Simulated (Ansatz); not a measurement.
# Several settings converged on HgPd (R3, 8 atoms in the cell)

```
HgPd
1.0
    5.30735     0.00000     0.00000
    0.00000     5.30735     0.00000
    0.00000     0.00000     5.30735
Hg Pd
4 4
Direct
  0.84356   0.65644   0.34356
  0.65644   0.34356   0.84356
  0.34356   0.84356   0.65644
  0.16188   0.16188   0.16188
  0.15255   0.34745   0.65255
  0.34745   0.65255   0.15255
  0.65255   0.15255   0.34745
  0.84745   0.84745   0.84745
```

Base method: PBEsol, default PAW files made with PBE (plane waves; Ansatz, an electronic-structure program).

Base settings: basis.ecutwfc = 420 eV; kpoints.mp_grid.grid = 3 3 3; hamiltonian.xc = pbesol; hamiltonian.pseudopotentials = {kind: paw} (the program's default PAW files); scf.occupations.method = gaussian; scf.occupations.width = 0.1 eV.

The count of work is k-points × plane waves × bands × iterations; it is no time. Core times come from one kind of shared machine, to one figure; runs under 30 s give none.

**The cutoff for other potential files**

Level: DFT, PBEsol, plane waves, harder PAW files (source: ansatz) made with PBE.

In this ladder: hamiltonian.pseudopotentials = {kind: paw, source: ansatz}.

The second cell is the first with its lattice scaled by 0.98.

The mesh stays at the base's, so the ladder's end is converged at best in this setting alone.

The first pressure column holds Ansatz's estimate of the finite-basis (Pulay) stress, which hides part of the cutoff error; the other is without it.

Only quantities that move along the ladder and can be compared are tabulated.

| basis.ecutwfc | free energy less the last step's (meV/atom) | energy of the compressed cell less the first (meV/atom) | pressure (GPa) | pressure without the Pulay estimate (GPa) | largest difference of a force vector from the last step's (eV/Å) | count of work / last |
|---|---|---|---|---|---|---|
| 310 eV | 8842.23 | -47.39 | -15.16 | -348.95 | 0.047 | 0.11 |
| 380 eV | 1882.63 | -82.83 | -7.97 | -104.28 | 0.060 | 0.14 |
| 485 eV | 122.81 | -29.82 | -7.20 | -16.81 | 0.003 | 0.21 |
| 585 eV | 5.55 | -27.13 | -7.10 | -7.70 | 0.000 | 0.28 |
| 690 eV | 0.75 | -26.97 | -7.09 | -7.10 | 0.000 | 0.36 |
| 830 eV | 0.59 | -26.98 | -7.10 | -7.10 | 0.000 | 0.47 |
| 1035 eV | 0.30 | -26.97 | -7.09 | -7.10 | 0.000 | 0.64 |
| 1380 eV | 0.00 | -26.97 | -7.09 | -7.10 | 0.000 | 1.0 |

Coarsest basis.ecutwfc that holds the free energy within 5 meV/atom of the last step, with all finer ones: 690 eV, at 0.36 of the last step's count of work; the step before is off by 5.6 meV/atom.

Coarsest basis.ecutwfc that holds the forces within 0.02 eV/Å of the last step, with all finer ones: 485 eV, at 0.21 of the last step's count of work; the step before is off by 0.060 eV/Å.

Coarsest basis.ecutwfc that holds the pressure within 0.1 GPa of the last step, with all finer ones: 585 eV, at 0.28 of the last step's count of work; the step before is off by 0.11 GPa.

The energy difference between the two cells stays within 1 meV/atom of the last step's from 585 eV on, the total only from 690 eV on: much of the error is common to both cells and cancels.

At the lowest cutoff the pressure without the Pulay estimate lies 342 GPa under the last step's, the usual sign of Pulay stress in an incomplete plane-wave basis.

**The relaxed cell against the cutoff**

On HgPd (P2_13, 8 atoms in the cell): atoms on their sites.

In this ladder: relax = cell and atoms.

The mesh stays at the base's, so the ladder's end is converged at best in this setting alone.

Only quantities that move along the ladder and can be compared are tabulated.

```tsv
basis.ecutwfc	relaxed volume (Å³/atom)	relaxation steps	core time / last (rough)
250 eV	18.065	27	0.9
295 eV	17.562	15	0.6
355 eV	17.541	8	0.4
420 eV	17.532	6	0.4
505 eV	17.533	6	0.5
630 eV	17.531	6	0.7
840 eV	17.531	6	1
```

Coarsest basis.ecutwfc that holds the relaxed volume within 0.018 Å³/atom of the last step, with all finer ones: 355 eV, at about 0.4 of the last step's time; the step before is off by 0.031 Å³/atom.

At the lowest cutoff the cell relaxes to a volume 3.0 % larger than at the highest. Ansatz relaxes on a stress corrected for the finite basis.

On the base run: the starting cell comes from a database of computed structures (which also holds hypothetical and non-ambient phases and stackings), without a prior relaxation at this level. Its lattice was rescaled by up to half a per cent. One atom was moved a little off its site on purpose. Spin polarisation is off. Without a gap this mesh is coarse (it stands for a supercell whose shortest vector is 16 Å).

Left out of this page: 1 run of the series failed or unconverged.

Keys are those of Ansatz 0.2.
